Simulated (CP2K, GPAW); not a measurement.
A GPAW input for a self-consistent single point of SrMg₂ (Fd-3m, 6 atoms in the cell) (DFT PBEsol, plane waves, GPAW PAW datasets PBEsol (made by gpaw-setup)):

```python
from ase import Atoms
from ase.units import GPa
from gpaw import GPAW, PW

atoms = Atoms(['Sr', 'Sr', 'Mg', 'Mg', 'Mg', 'Mg'],
              cell=[[0.000000, 4.453860, 4.453860],
                    [4.453860, 0.000000, 4.453860],
                    [4.453860, 4.453860, 0.000000]],
              scaled_positions=[[0.500000, 0.500000, 0.500000],
                                [0.750000, 0.750000, 0.750000],
                                [0.125000, 0.125000, 0.625000],
                                [0.125000, 0.625000, 0.125000],
                                [0.125000, 0.125000, 0.125000],
                                [0.625000, 0.125000, 0.125000]],
              pbc=True)

calc = GPAW(mode=PW(850),
            xc='PBEsol',
            kpts={'size': (4, 4, 4), 'gamma': True},
            occupations={'name': 'methfessel-paxton', 'width': 0.05, 'order': 0},
            nbands=-12,
            symmetry={'symmorphic': False, 'tolerance': 0.0005},
            maxiter=150)

atoms.calc = calc

energy = atoms.get_potential_energy()
print('Energy (eV):', round(energy, 6))
forces = atoms.get_forces()
print('Forces (eV/Ang):')
print(forces.round(5))
stress = atoms.get_stress()
print('Stress (GPa, Voigt):', (stress / GPa).round(4))
```

**Question.** Write the same calculation as an input for CP2K.

**Answer.** One input that does it (others would too):

```
&GLOBAL
  PROJECT calc
  RUN_TYPE ENERGY_FORCE
  PRINT_LEVEL LOW
&END GLOBAL
&FORCE_EVAL
  METHOD Quickstep
  STRESS_TENSOR ANALYTICAL
  &DFT
    BASIS_SET_FILE_NAME BASIS_MOLOPT
    POTENTIAL_FILE_NAME GTH_POTENTIALS
    &QS
      METHOD GPW
      EPS_DEFAULT 1E-10
    &END QS
    &MGRID
      CUTOFF 1000
      REL_CUTOFF 50
      NGRIDS 5
    &END MGRID
    &SCF
      SCF_GUESS ATOMIC
      EPS_SCF 1E-6
      MAX_SCF 100
      ADDED_MOS 11
      &DIAGONALIZATION
        ALGORITHM STANDARD
      &END DIAGONALIZATION
      &MIXING
        METHOD BROYDEN_MIXING
        ALPHA 0.3
        NBUFFER 12
        BETA 1
      &END MIXING
      &SMEAR ON
        METHOD GAUSSIAN
        SIGMA [eV] 0.05
      &END SMEAR
    &END SCF
    &KPOINTS
      SCHEME MONKHORST-PACK 4 4 4
      GAMMA_CENTERED T
    &END KPOINTS
    &XC
      &XC_FUNCTIONAL
        &PBE
          PARAMETRIZATION PBESOL
        &END PBE
      &END XC_FUNCTIONAL
    &END XC
    &PRINT
      &MO
        EIGENVALUES T
        OCCUPATION_NUMBERS T
        NDIGITS 8
        FILENAME mo
        &EACH
          QS_SCF 0
        &END EACH
        ADD_LAST NUMERIC
      &END MO
      &MULLIKEN OFF
      &END MULLIKEN
    &END PRINT
  &END DFT
  &SUBSYS
    &CELL
      ABC 6.29870900 6.29870925 6.29870987
      ALPHA_BETA_GAMMA 59.99999758 59.99999930 59.99999604
      PERIODIC XYZ
    &END CELL
    &COORD
      SCALED
      Sr       0.50000000     0.50000000     0.50000000
      Sr       0.75000000     0.75000000     0.75000000
      Mg       0.12500000     0.12500000     0.62500000
      Mg       0.12500000     0.62500000     0.12500000
      Mg       0.12500000     0.12500000     0.12500000
      Mg       0.62500000     0.12500000     0.12500000
    &END COORD
    &KIND Sr
      BASIS_SET DZVP-MOLOPT-SR-GTH
      POTENTIAL GTH-PBE-q10
    &END KIND
    &KIND Mg
      BASIS_SET DZVP-MOLOPT-SR-GTH
      POTENTIAL GTH-PBE-q10
    &END KIND
  &END SUBSYS
  &PRINT
    &FORCES ON
    &END FORCES
    &STRESS_TENSOR ON
    &END STRESS_TENSOR
  &END PRINT
&END FORCE_EVAL
```

Basis, cutoffs, solver keys and any potentials are the target program's own. This input uses DFT PBEsol, GPW, DZVP-MOLOPT-SR-GTH basis, GTH-PBE potentials (GTH_POTENTIALS). Both were run: pressure 1.05 GPa in GPAW and 1.60 in CP2K.

On CP2K: the starting cell comes from a database of computed structures (which also holds hypothetical and non-ambient phases and stackings), without a prior relaxation at this level. For this run, on top of that: lattice scaled by 0.98. Values carry the incompleteness of an atom-centred basis. The potentials were made for another functional than the one used.

On GPAW: the starting cell comes from a database of computed structures (which also holds hypothetical and non-ambient phases and stackings), without a prior relaxation at this level. For this run, on top of that: lattice scaled by 0.98.
